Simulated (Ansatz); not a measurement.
GaAs under load (space group Imm2), r2SCAN with spin-orbit coupling, rigid bands (Ansatz, a program for electronic structure). Condition of this run: uniaxial stress along [110] of 2 GPa (compression positive) (the target of the relaxation). Band gap 0.87 eV, N_c = 3.59e17 cm⁻³ and N_v = 4.50e18 cm⁻³ at 300 K, conductivity masses along z (a = (-0.02, 2.81, 2.85) Å; b = (2.81, -0.02, 2.85) Å; c = (2.79, 2.79, 0.00) Å) of 0.0629 mₑ (electrons) and 0.416 mₑ (holes). Take k_BT = 0.02585 eV.

Task: What built-in voltage has an abrupt junction with N_A = 1e17 and N_D = 1e17 cm⁻³, all dopants ionised?

Result: V_bi = E_g/e − (k_BT/e) ln(N_c N_v/(N_A N_D)) = 0.87 − 0.02585 × 5.08 = 0.74 V, for the computed gap.

Task: What thermal injection velocity √(2k_BT/πm) limits a ballistic channel along the direction named?

Result: 2.15e7 cm/s for electrons and 8.34e6 cm/s for holes, a ratio of √(m_h/m_e) = 2.57, for dilute carriers.

Task: Find the intrinsic carrier density and the intrinsic Fermi level.

Result: n_i = √(N_c N_v) exp(−E_g/2k_BT) = 1.27e18 × exp(−16.83) = 6.3e10 cm⁻³. The level lies (k_BT/2) ln(N_v/N_c) = 33 meV from mid-gap (positive towards the conduction band). Each 0.1 eV added to the gap lowers n_i by a factor of 6.9.

Rigid bands with the computed gap; masses take one relaxation time for all states.
